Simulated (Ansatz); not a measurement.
For GaAs (model structure, from the NiAs type, P6₃/mmc, No. 194), PBEsol (Ansatz, a quantum-chemistry and plane-wave program, PAW) gives:

- lattice parameter a = 3.700 Å
- c axis length = 6.352 Å

**Question.** What does r²SCAN+rVV10 (Ansatz, PAW) give for the same quantities?

**Answer.** 
- lattice constant a: 3.720 Å (grows by 0.5 %)
- lattice parameter c: 6.299 Å (drops by 0.8 %)

Changes are worked out from the printed values.

Unless a cell is named, each level is at its own relaxed cell (PBEsol 18.82, r²SCAN+rVV10 18.87 Å³/atom).

Ansatz's density-functional and Hartree–Fock values are scalar-relativistic unless marked +SOC, with PAW data made under PBE.

A model structure was made by putting elements into a prototype or built by hand; it is no filed structure, need not be a known phase, and can be a saddle point held by its symmetry.
